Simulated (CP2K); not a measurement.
Input and output of a self-consistent single point for I (Cmce, 4 atoms in the cell) (CP2K).

Method: PBE, GPW, DZVP-MOLOPT-PBE-GTH basis, GTH-PBE potentials (POTENTIAL_UZH) run with CP2K.

The change in words: lattice scaled by 0.98. Reference geometry:
```
I
1.0
    4.36744     0.00000     0.00000
   -1.72335     4.01305     0.00000
    0.00000     0.00000     9.82231
I
4
Direct
  0.84600   0.84600   0.88300
  0.65400   0.65400   0.38300
  0.34600   0.34600   0.61700
  0.15400   0.15400   0.11700
```

Reference input (self-consistent single point, DFT PBE, GPW, DZVP-MOLOPT-PBE-GTH basis, GTH-PBE potentials (POTENTIAL_UZH)): CUTOFF = 400 Ry; REL_CUTOFF = 60 Ry; SMEAR/METHOD = FERMI_DIRAC; ELECTRONIC_TEMPERATURE = 116.05 K; KPOINTS/SCHEME = MONKHORST-PACK 4 4 2; GAMMA_CENTERED = T; XC_FUNCTIONAL = PBE; I/BASIS_SET = DZVP-MOLOPT-PBE-GTH-q7; I/POTENTIAL = GTH-PBE-q7; METHOD = GPW; EPS_DEFAULT = 1e-10; NGRIDS = 4. This run's input differs from it in these lines:

```diff
@@ -63,5 +63,5 @@
     &CELL
-      A 4.36743900 0.00000000 0.00000000
-      B -1.72335100 4.01305200 0.00000000
-      C 0.00000000 0.00000000 9.82230700
+      A 4.28009100 0.00000000 0.00000000
+      B -1.68888400 3.93279100 0.00000000
+      C 0.00000000 0.00000000 9.62586100
       PERIODIC XYZ
```

Output, abridged:

```
 SCF WAVEFUNCTION OPTIMIZATION

  Step     Update method      Time    Convergence         Total energy    Change
     1 NoMix/Diag. 0.40E+00      -     0.52731862       -46.0526885149 -4.61E+01
     2 Broy./Diag. 0.40E+00      -     0.01105005       -45.9087526838  1.44E-01
     3 Broy./Diag. 0.40E+00      -     0.01695775       -45.8562746190  5.25E-02
     4 Broy./Diag. 0.40E+00      -     0.00117513       -45.8390661471  1.72E-02
     5 Broy./Diag. 0.40E+00      -     0.00031099       -45.8349091578  4.16E-03
     6 Broy./Diag. 0.40E+00      -     0.00015314       -45.8309252413  3.98E-03
   [... 2 lines left out ...]
     9 Broy./Diag. 0.40E+00      -     0.00000529       -45.8297854687  4.40E-05
    10 Broy./Diag. 0.40E+00      -     0.00000012       -45.8297822389  3.23E-06
    11 Broy./Diag. 0.40E+00      -     0.00000015       -45.8297785917  3.65E-06
    12 Broy./Diag. 0.40E+00      -     3.0082E-09       -45.8297783490  2.43E-07
  *** SCF run converged in    12 steps ***

  Overlap energy of the core charge distribution:               0.00000000315328
  Self energy of the core charge distribution:                -98.73313184697193
  Core Hamiltonian energy:                                     19.98615761237184
  Hartree energy:                                              41.97902275985209
  Exchange-correlation energy:                                 -9.06182687740927
  Electronic entropic energy:                                  -0.00000000000000
  Fermi energy:                                                 0.09359366856221

  Total energy:                                               -45.82977834900399
  Total energy (extrapolated to T->0):                        -45.82977834900399

   [... lines left out ...]

 STRESS| Analytical stress tensor [bar]
 STRESS|                        x                   y                   z
 STRESS|      x        2.64838741751E+04   6.47097250750E+03  -1.38554919357E-05
 STRESS|      y        6.47097250750E+03   3.20416394862E+04  -1.51155791230E-05
 STRESS|      z       -1.38554919357E-05  -1.51155791230E-05   6.69071206375E+04
 STRESS| 1/3 Trace                                             4.18108780996E+04
```

The run converged in 12 iterations. Against the reference run the free energy goes up by 49.1 meV/atom, the pressure goes from 2.15 to 4.18 GPa, the largest force goes from 0.989 to 1.535 eV/Å and the gap on the mesh goes from 1.117 to 1.240 eV.

The starting cell has typed, rounded lattice constants, without a prior relaxation at this level. Its lattice was rescaled by a random factor within 2.5 % of one. For this run, on top of that: lattice scaled by 0.98. Spin-orbit coupling is off. Values carry the incompleteness of an atom-centred basis. With a pressure of about 4 GPa the cell is away from its equilibrium volume at this level. Forces in this geometry exceed 1 eV/Å.
